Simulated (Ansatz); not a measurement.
Worked example: relaxation of cell and atoms of BaMg6W (P4/mmm, 8 atoms in the cell) in Ansatz (a quantum-chemistry and plane-wave program).

Level of theory: LDA (PW92), PAW files made with PBE (plane waves; Ansatz).

```xyz
8
Lattice="6.6629 0.0000 0.0000 0.0000 6.6629 0.0000 0.0000 0.0000 4.3524" Properties=species:S:1:pos:R:3 pbc="T T T"
Ba     0.0000     0.0000     2.1762
Mg     0.0000     3.3315     2.1762
Mg     3.3315     0.0000     2.1762
Mg     4.7399     1.9230     0.0000
Mg     1.9230     4.7399     0.0000
Mg     4.7399     4.7399     0.0000
Mg     1.9230     1.9230     0.0000
W      3.3315     3.3315     2.1762
```

Reference input (self-consistent single point, DFT, LDA (PW92), plane waves, PAW files made with PBE): basis.ecutwfc = 420 eV; kpoints.mp_grid.grid = 3 3 5; hamiltonian.xc = lda; hamiltonian.pseudopotentials = {kind: paw} (the program's default PAW files); scf.occupations.method = fermi_dirac; scf.occupations.width = 0.1 eV. This run's input differs from it in these lines:

```diff
@@ -24,2 +24,4 @@
   occupations: { method: fermi_dirac, width: 0.1 }
+relax:
+  cell: {}
 output:
```

Log, with long lists cut:

```
   [... SCF lines of the steps left out ...]
relax step   1: F+E_penalty+E_count = -27317.19951344 eV  Δ(F+E_penalty+E_count) = +0.000e0 eV  max|allowed force component| = 5.384e-2 eV/Å  Δτ_max = 0.0000 Å  P = -2.659 GPa  Ω = 193.222 Å³  (10 SCF iters, dr2 threshold 1.00e-7 eV, accepted)
relax step   2: F+E_penalty+E_count = -27317.31228495 eV  Δ(F+E_penalty+E_count) = -1.128e-1 eV  max|allowed force component| = 8.377e-3 eV/Å  Δτ_max = 0.0077 Å  P = +0.175 GPa  Ω = 180.646 Å³  energy of the carried Pulay correction = +8.674e-4 eV  [...]
   [... lines left out ...]
relax step   5: F+E_penalty+E_count = -27317.31365693 eV  Δ(F+E_penalty+E_count) = -4.645e-5 eV  max|allowed force component| = 5.661e-4 eV/Å  Δτ_max = 0.0004 Å  P = -0.006 GPa  Ω = 181.581 Å³  energy of the carried Pulay correction = +8.009e-4 eV  [...]
relax step   6: F+E_penalty+E_count = -27317.31288380 eV  Δ(F+E_penalty+E_count) = +7.731e-4 eV  max|allowed force component| = 5.749e-4 eV/Å  Δτ_max = 0.0000 Å  P = -0.006 GPa  Ω = 181.581 Å³  stress off target by 8.59e-3 GPa  SCF on the basis [...]
basis re-selected at this cell: Δ(F+E_penalty+E_count) = +7.731e-4 eV, ΔP = +0.000 GPa vs the last step
the relaxation is at rest under the 16 symmetry operations that the run kept from its start: a minimum is not shown …
Stability not checked: this state was not tested for a lower state beside it, because too few of the mixer's solves of this state at the end of the SCF gave a …
Free energy (F): -27317.312884 eV
Internal energy: -27317.110032 eV  (E = F + TS)
   [... lines left out ...]
Fermi energy:    7.851553 eV
  cell:  # Å, volume = 181.5809 Å³
   [... lines left out ...]
    - { symbol: Mg, position: [0.7116919688463516, 0.2883080311536488, 0.0] }
    - { symbol: Mg, position: [0.2883080311536488, 0.7116919688463516, 0.0] }
    - { symbol: Mg, position: [0.7116919688463516, 0.7116919688463516, 0.0] }
    - { symbol: Mg, position: [0.2883080311536488, 0.2883080311536488, 0.0] }
    - { symbol: W, position: [0.5000000000000002, 0.5000000000000002, 0.5] }
```

The run converged.  The full log also holds: “iter 5 did not close the SCF: its close was put off for the readings that it lacked (scf_convergence_deferred on its scf_iter line)”. The full log also holds: “iter 4 did not close the SCF: its close was put off for the readings that it lacked (scf_convergence_deferred on its scf_iter line)”.

Summary of the result:
```
Property                                                                                                                Value
-----------------------------------------------  ----------------------------------------------------------------------------
Free energy E − TS (on the zero of these files)                                                                -27317.3129 eV
Fermi level (on the code's own zero)                                                                                  7.85 eV
Pressure                                                                                                            -0.01 GPa
Final cell                                       a = 6.5962 Å, b = 6.5962 Å, c = 4.1733 Å, α = 90.00°, β = 90.00°, γ = 90.00°
Final volume per atom                                                                                                22.70 Å³
Relaxation steps                                                                                                            6
```

The starting cell comes from a database of computed structures (which also holds hypothetical and non-ambient phases and stackings), without a prior relaxation at this level. Its lattice was rescaled by a random factor within 2.5 % of one. Spin polarisation is off. The relaxation keeps the symmetry of its start, so its end need not be a minimum. Ansatz's pressure includes its estimate of the finite-basis (Pulay) stress.

Keys are those of Ansatz 0.2.
